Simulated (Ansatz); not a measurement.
# Ca3Si2O7 (Ima2, No. 46)

These are r²SCAN+rVV10 in Ansatz (PAW) values and carry that method's errors.

Run with plane-wave cutoff 500 eV, 8×8×8 k mesh, Fermi–Dirac smearing 0.05 eV, scalar-relativistic PAW data made under PBE.

Cell: relaxed at this level.

* **volume per atom**: 13.15 Å³/atom
* **band gap**: 5.31 eV (on the SCF k mesh)

Note: the relaxation could not lower the start's symmetry, so the cell can be a saddle point above a distorted one.

Computed values are for the static lattice.

Ansatz is a quantum-chemistry and plane-wave program.
